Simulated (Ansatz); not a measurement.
System: CoCl2 (R-3m, No. 166). Method: HSE06 (PAW; Ansatz, a program for electronic structure).

Numerical settings: plane-wave cutoff 500 eV, 8×8×8 k mesh, gaussian smearing 0.02 eV, spin-polarised start, scalar-relativistic PAW data made under PBE.

Cell (relaxed with r²SCAN):

```
CELL_PARAMETERS angstrom
      1.77449     1.02450     5.98495
     -1.77449     1.02450     5.98495
      0.00000    -2.04901     5.98495
ATOMIC_POSITIONS crystal
  Co 0.00000 0.00000 0.00000
  Cl 0.74016 0.74016 0.74016
  Cl 0.25984 0.25984 0.25984
```

Problem. What does this level give for the band gap?

Solution. 
- band gap: 4.18 eV (on the SCF k mesh)

Note: the magnetic order was assumed, not searched for or taken from measurement; a magnet's gap depends somewhat on the PAW data; cell and atoms aren't relaxed at this level (largest force component 0.05 eV/Å, pressure 1.3 GPa); the cell has widely spaced layers and the level no dispersion term, so their spacing and the moduli can rest on weak binding.

The result took roughly 23 core-minutes.
